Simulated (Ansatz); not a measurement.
Given:

End structure of the (100) surface of zinc-blende InSb in its 1x1 cell (cut with top plane Sb, bottom plane Sb), relaxed from an ideal cut (the real face may reconstruct), outermost plane spacing 1.66 Å in the ideal cut (one of several cuts of this face), with 1 Sb a cell over the bulk's ratio:

```
CELL_PARAMETERS angstrom
      4.69342     0.00000     0.00000
      0.00000     4.69342     0.00000
      0.00000     0.00000    29.50000
ATOMIC_POSITIONS crystal
  Sb 0.00000 0.50000 0.27505
  In 0.50000 0.50000 0.33005
  Sb 0.50000 0.00000 0.38756
  In 0.00000 0.00000 0.44334
  Sb 0.00000 0.50000 0.50000
  In 0.50000 0.50000 0.55666
  Sb 0.50000 0.00000 0.61244
  In 0.00000 0.00000 0.66995
  Sb 0.00000 0.50000 0.72495
```

Model: 9-atom slab, In4Sb5, 13.3 Å thick at the start, 6x6x1 mesh, Fermi-Dirac 0.025 eV, dipole correction, all atoms relaxed; start symmetry kept, larger cells not searched; spin-polarised from one start with parallel moments (other orders not tried), no spin-orbit, no U. The slab shows no gap over 0.04 eV on its mesh. The starting moment vanished.

### Question
What is the computed work function of the top face (Ansatz (a first-principles code) with PBE)?

### Answer
5.25 eV
